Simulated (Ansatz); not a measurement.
For HfO₂ (model structure, from the tetragonal ZrO2 type, P4₂/nmc, No. 137), PBE in Ansatz (PAW) gives:

| Property | Value |
|---|---|
| equilibrium lattice constant a | 3.604 Å |
| lattice parameter c | 5.264 Å |

Problem. What does r²SCAN+rVV10 in Ansatz (plane waves, PAW) give for the same quantities?

Solution. 
- lattice constant a: 3.569 Å (decreases by 1.0 %)
- lattice parameter c: 5.175 Å (decreases by 1.7 %)

Changes are worked out from the printed values.

Unless a cell is named, each level is at its own relaxed cell (PBE 11.40, r²SCAN+rVV10 10.99 Å³/atom).

Levels without +SOC leave out spin–orbit coupling, which shifts energies and cells of such heavy elements.

Ansatz's density-functional and Hartree–Fock values are scalar-relativistic unless marked +SOC, with PAW data made under PBE.

A model structure was made by putting elements into a prototype or built by hand; it is no filed structure, need not be a known phase, and can be a saddle point held by its symmetry.

Ansatz is an electronic-structure program.
